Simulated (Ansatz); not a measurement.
An Ansatz (a quantum-chemistry and plane-wave program) run: MoSi2 with a change (biaxial strain −3.60 %, plane normal [001], relaxed out of plane); PBE in Ansatz (plane waves to 420 eV, PAW, scalar-relativistic without spin-orbit coupling), earlier PAW set.

Input:

Ansatz 0.2 input:
```yaml
crystal:
  lattice:
    - [3.1010580823, 0, 0]
    - [0, 3.1010580823, 0]
    - [1.5505290412, -1.5505290412, 4.0082514636]
  atoms:
    - { symbol: Mo, position: [0, 0, 0] }
    - { symbol: Si, position: [0.6649260605, 0.3350739395, 0.6701478789] }
    - { symbol: Si, position: [0.3350739395, 0.6649260605, 0.3298521211] }
basis: { ecutwfc: 420, ecutrho_ratio: 4, xc_grid: 2, fft_grid_basis: typed }
kpoints: { mp_grid: { grid: [25, 25, 25] } }
hamiltonian:
  xc: pbe
  dispersion: none
  pseudopotentials: { azcp: { folder: ./paw }, kind: paw }
scf: { occupations: { method: fermi_dirac, width: 0.1 } }
relax: { f_tol: 0.005, max_steps: 50, cell: { stress_tol: 0.01, fix: [a, b, gamma] } }
output: { forces: true, stress: true }
checkpoint: { write: state.ck, write_every: 1000 }
```

Output (explanatory and most iteration lines left out):

```
Relaxation: its limit of steps is 50 (relax.max_steps)
Pseudopotential: Mo, paw, valence charge 14
Pseudopotential: Si, paw, valence charge 4
Crystal: 3 atoms, lattice volume = 38.546 Å³
Basis set: ecut = 420 eV, 777 PW (Γ), exchange–correlation on 48×48×64 points (8 copies of the dense FFT grid, shifted against one another)
Bands: 15, of which v1, the nominal top of the filled ones, is band 11 counted from 1 (10 counted from 0)
Symmetry: 16 space group operations
Space group: I4/mmm (ITA 139), of the structure as read, at distance tolerance 3.4e-5 Å
k-points: 1183 of 15625
Functional: x = pbe(κ = 0.804, μ = 0.2195149727645171), c = pbe(β = 0.06672455060314922)
SCF iter   1: F=—  HF=-6230.128079 eV  |F-HF|=—  |Δ(HF+E_count)|=         —  Δρ=9.19e-2  dr2=4.82e0  ethr=3.10e-3  ⟨swp⟩=5.7  Hψ=105847  notcnv=0
SCF iter   2: F=—  HF=-6229.052709 eV  |F-HF|=—  |Δ(HF+E_count)|=    1.08e0  Δρ=3.13e-2  dr2=2.75e-1  ethr=3.10e-3  ⟨swp⟩=2.3  Hψ=44135  notcnv=0
SCF 1 converged in 7 iterations: F = -6228.996998 eV  dr2 = 4.78e-9
relax step   1: F+E_penalty+E_count = -6228.99699839 eV  Δ(F+E_penalty+E_count) = +0.000e0 eV  max|allowed force component| = 1.028e-1 eV/Å  Δτ_max = 0.0000 Å  P = +12.482 GPa  Ω = 38.546 Å³  fix = [a, b, gamma]  reactions: a +19.134, b +19.134 GPa  (7 SCF iters, dr2 threshold 1.00e-7 eV, accepted)
[... steps on the carried basis left out ...]
relax step   4: F+E_penalty+E_count = -6228.99785059 eV  Δ(F+E_penalty+E_count) = -3.249e-6 eV  max|allowed force component| = 1.507e-4 eV/Å  Δτ_max = 0.0002 Å  P = +12.871 GPa  Ω = 38.464 Å³  energy of the carried Pulay correction = +1.280e-5 eV  fix = [a, b, gamma]  reactions: a +19.305, b +19.305 GPa  (3 SCF iters, dr2 threshold 1.34e-8 eV, accepted)
Crystal: 3 atoms, lattice volume = 38.464 Å³
SCF iter   1: F=—  HF=-6228.997842 eV  |F-HF|=—  |Δ(HF+E_count)|=         —  Δρ=4.78e-6  dr2=5.63e-9  ethr=4.19e-8  ⟨swp⟩=3.1  Hψ=152610  notcnv=0
SCF iter   2: F=—  HF=-6228.997837 eV  |F-HF|=—  |Δ(HF+E_count)|=   4.99e-6  Δρ=2.61e-6  dr2=1.73e-9  ethr=2.56e-11  ⟨swp⟩=2.0  Hψ=29141  notcnv=0
SCF 5 converged in 6 iterations: F = -6228.997837 eV  dr2 = 6.17e-14
SCF converged after 6 iterations
Free energy (F): -6228.997837 eV
Internal energy: -6228.985252 eV  (E = F + TS)
E sigma→0 (E₀):  -6228.991545 eV
Entropy (-TS):   -0.012586 eV (-4.195 meV/atom)
Fermi energy:    16.921279 eV
--- Forces (eV/Å), atoms counted from 1 ---
  atom   1  Mo     0.00000000     0.00000000     0.00000000
  atom   2  Si     0.00000000    -0.00000000     0.00010755
  atom   3  Si    -0.00000000     0.00000000    -0.00010755
--- Stress (GPa, compression-positive) ---
       19.304915       0.000000      -0.000000
        0.000000      19.304915       0.000000
       -0.000000       0.000000       0.005417
  P = ⅓ Tr σ = 12.8717 GPa (128.717 kbar)
--- Relaxed structure (4 steps of the walk, 4 accepted, 1 SCFs on fresh bases) ---
  cell:  # Å, volume = 38.4644 Å³
    - [3.1010580823, 6.031073051650601e-23, -1.9341707266113976e-11]
    - [6.031073348958759e-23, 3.1010580823, 1.9341707742788458e-11]
    - [1.5505290411749473, -1.5505290411749473, 3.999810021982599]
  atoms:
    - { symbol: Mo, position: [-1.1270523046835686e-21, 1.12705230508635e-21, 2.254104610475485e-21] }
    - { symbol: Si, position: [0.6656900287279264, 0.33430997127207374, 0.6686199425441477] }
    - { symbol: Si, position: [0.3343099712720737, 0.6656900287279266, 0.33138005745585264] }
```

Stability against distortions was not tested. All final runs are without spin polarisation. The cell was made from MoSi2 (space group I4/mmm, No. 139) by this change: biaxial strain −3.60 %, plane normal [001], relaxed out of plane.
